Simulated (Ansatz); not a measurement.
What N → As does to Ti2InN

Take Ti$_{2}$InN (space group P6_3/mmc, No. 194; a = 3.054 Å, c = 13.884 Å; a cell from a computed database, its experimental status unchecked) as the base.

Now apply this change: As takes the place of N on all its sites, then cell and atoms are relaxed.

Calculations: PBEsol (Ansatz, a first-principles code), no SOC. Settings: 15×15×4 k-points, 0.05 eV Fermi–Dirac smearing, for the changed cell.

```yaml
volume_per_atom: 18.68 Å³ (base 14.01 Å³)
density: 6.35 g/cm³ (base 6.65 g/cm³)
lattice_parameter_a: 346.2 pm (base 305.4 pm)
c/a ratio: 4.158 (base 4.547)
space_group: P6_3/mmc (No. 194) (base P6_3/mmc (No. 194))
shortest_interatomic_distance: 246.4 pm (base 207.8 pm)
band_gap: zero (base zero)
```

Final structure:

```
Ti2InAs
1.0
    3.46184     0.00000     0.00000
   -1.73092     2.99804     0.00000
    0.00000     0.00000    14.39539
Ti In As
4 2 2
Direct
  0.66667   0.33333   0.39987
  0.33333   0.66667   0.60013
  0.33333   0.66667   0.89987
  0.66667   0.33333   0.10013
  0.66667   0.33333   0.75000
  0.33333   0.66667   0.25000
  0.00000   0.00000   0.00000
  0.00000   0.00000   0.50000
```

Cost of the whole job for the changed cell (relaxation, final SCF and bands): roughly 6 core-minutes.

No phonon test of stability was made. As relaxed here, Ti2InAs is a hypothetical phase, not in the database extracts checked. All final runs are without spin polarisation.
